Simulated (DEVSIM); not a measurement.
System: abrupt In0.53Ga0.47As p-n junction, at 250 K.

Layer 1 from the left is In0.53Ga0.47As, thickness (μm) 0.520, Na (cm⁻³) 1.2e16, τn (s) 8.9e-10, τp (s) 8.9e-10. Layer 2 from the left is In0.53Ga0.47As, thickness (μm) 160, Nd (cm⁻³) 6.7e15, τn (s) 8.9e-10, τp (s) 8.9e-10.

Left contact: ohmic. Right contact: ohmic. Voltage is applied to the left contact. Recombination: SRH at mid-gap, Auger. Mobility is μmin + (μ − μmin)/(1 + (N/Nref)^α).

This is a model device: material constants are rounded textbook-type values typed into the input, and sizes, dopings and lifetimes were drawn at random. Values at 300 K; Nc and Nv go as T^1.5, mobilities as T to minus their exponent, the gap by Varshni's rule with the affinity fixed.

In0.53Ga0.47As: gap (eV) 0.74, affinity (eV) 4.51, permittivity 13.9, Nc (cm⁻³) 2.1e17, Nv (cm⁻³) 7.7e18, μn (cm²/Vs) 12000, μp (cm²/Vs) 300, μn,min 300, μp,min 10, Nref,n 1.3e17, Nref,p 4.9e17, αn 0.48, αp 0.4, T exponent of μn 1.6, T exponent of μp 1.6, Cn (cm⁶/s) 5e-29, Cp (cm⁶/s) 5e-29, Varshni α (eV/K) 0.00035, Varshni β (K) 190.

**Question.** Estimate by hand the built-in potential, the peak field at zero bias, the capacitance at -3 V, and compare with a numerical solution.

**Answer.** 
- Built-in potential: ni = √(Nc Nv) exp(−Eg/2kT) = 2.40e10 cm⁻³ with Eg = 0.755 eV; Vbi = kT/q ln(Na Nd/ni²) = 0.553 V; numerical 0.553 V.
- Peak field at zero bias: depletion approximation: W = √(2εVbi/(qN)) = 0.444 μm with N = 4.30e15 cm⁻³; field = 2Vbi/W = 24900 V/cm; numerical 23900 V/cm (estimate above by 4.1 %).
- Capacitance at -3 V: C = √(qεN / 2(Vbi + |V|)) = 10.9 nF/cm²; numerical 11.0 nF/cm² (estimate below by 0.61 %).

Simulated with DEVSIM: 1D drift-diffusion, Boltzmann statistics, complete ionisation; no tunnelling, impact ionisation, image-force lowering or self-heating.
